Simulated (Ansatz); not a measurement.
We consider CsCl-type CoGa, described by r²SCAN+rVV10 (PAW; Ansatz, a quantum-chemistry and plane-wave program).

Run with plane-wave cutoff 600 eV, 16×16×16 k mesh, Fermi–Dirac smearing 0.1 eV, finite displacements, no spin polarisation, scalar-relativistic PAW data made under PBE.

Computed at the level's own relaxed cell.

```yaml
crystal:
  lattice:
    - [2.83535, 0.00000, 0.00000]
    - [0.00000, 2.83535, 0.00000]
    - [0.00000, 0.00000, 2.83535]
  atoms:
    - { symbol: Ga, position: [0.50000, 0.50000, 0.50000] }
    - { symbol: Co, position: [0.00000, 0.00000, 0.00000] }
```

Harmonic phonon frequencies (cm⁻¹; i marks an imaginary mode):

```
q point              frequencies
-------  -----------------------
Γ                     (withheld)
X                     (withheld)
M        136 136 171 211 299 299
```

### Question
Fill in the missing entries.

### Answer

- Γ, frequencies: 0 0 0 250 250 250
- X, frequencies: 178 178 181 181 252 253

No imaginary mode appears at these points.
